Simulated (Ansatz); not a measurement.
# SiC: strain along the normal

SiC (4H polytype, P6_3mc, 10.138 Å³/atom and stress up to 0.01 GPa in the relaxed cell, c along z) under an equal strain ε in the (0001) plane with the normal axis free, as in a coherent film. LDA in Ansatz, a plane-wave DFT program (PAW, default set), 420 eV, 12×12×4 Γ-centred mesh, Fermi-Dirac smearing 0.05 eV; ions are relaxed, or left where forces stay under 0.02 eV/Å, within the symmetry of each cell.

Here s stands for strain and y for normal strain.

```
strain (%)  normal strain (%)
----------  -----------------
-1.50                    0.33
-0.75                    0.16
0.00                     0.00
0.75                    -0.16
1.50                    -0.31
3.00                        ?
```

**Question.** Fit y against s with a straight line, and predict the withheld value at s = 3.00.

**Answer.** Means: s 0, y 0.004. About the means, the sum of products is -1.2000 and the sum of squares of s is 5.6250; the slope is their ratio. Least squares gives y = 0.004 - 0.2133·s. Residuals (row less fit): 0.006, -0.004, -0.004, -0.004, 0.006; standard error 0.006 (degrees of freedom: 3). The slope, -0.213 ± 0.003, is the elastic response of the normal axis, −2C13/C33. At the withheld row, y = 0.004 - 0.2133 × 3.00 = -0.636%. The calculation gives -0.60%, 0.036% above the prediction (3.9 % of the range of y in the table). The row lies outside the fitted rows, so this is an extrapolation. From the scatter of the fitted rows alone, a prediction at this place has a standard error of 0.011%, so the miss is 3.3 times that.

A polynomial of degree 2 through the 8 other runs of the series gives -0.60 there, so most of the miss is curvature that the fit leaves out. The start is a measured cell from the literature; how it stands against other phases or cation orders wasn't checked. Rows are the converged runs of the series near zero and its far end; series whose fitted rows scatter by over a few per cent of the range, as at a crossing or softening among them, aren't shown in this form, nor equations of state whose B0' disagrees with the runs' pressures. Most that stay on the fit to the last digits aren't either.
